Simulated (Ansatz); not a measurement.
Base system: YN in the rock salt structure (space group Fm-3m, No. 225; a = 4.856 Å).

Now apply this change: every lattice vector is stretched by 4.92 %; the atoms relax in the strained cell.

Levels (all Ansatz, a first-principles code, PAW): PBEsol (420 eV, without spin-orbit coupling); r2SCAN (500 eV, scalar-relativistic without spin-orbit coupling); HSE06 (420 eV, without spin-orbit coupling).

At the geometry relaxed with PBEsol, these levels gave the following band gaps, in shuffled order: (a) 0.30 eV, (b) 1.26 eV, (c) 0.75 eV.

Q: Match each gap to its level.

A: (a) PBEsol; (b) HSE06; (c) r2SCAN.

Single points use the geometry relaxed with PBEsol. HSE06 was sampled on its mesh, a few special points and the semilocal edge points, so its gap is an upper bound. Stability against distortions was not tested. The base started in P3_121 and relaxed to Fm-3m at this level.
